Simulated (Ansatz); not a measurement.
The starting structures come from a database of crystals and need not be the phases stable at ambient conditions.

 Where the default PAW files enter, the runs use the earlier of Ansatz's two default sets.

By PBEsol, the system below comes out a metal.

Data:

```
Si
1.0
    2.65853     0.00000     0.00000
    0.00000     4.74274     0.00000
    1.32926    -2.37137     2.44251
Si
2
Direct
  0.25000   0.50000   0.00000
  0.50000   0.00000   0.00000
```

Space group of this cell: Imma. The cell is strained (lengths along the current scaled by 1.03, ions clamped); by PBEsol its mean pressure is -2.6 GPa.

The current flows along the normal of the first two printed cell vectors. No spin-orbit coupling; the value is a mean over 0.1 eV about the Fermi level.

Question: State the ballistic conductance per area according to PBEsol (Ansatz, a quantum-chemistry and plane-wave program).

Answer: 1.1 × 10¹⁵ S/m² for both spins.
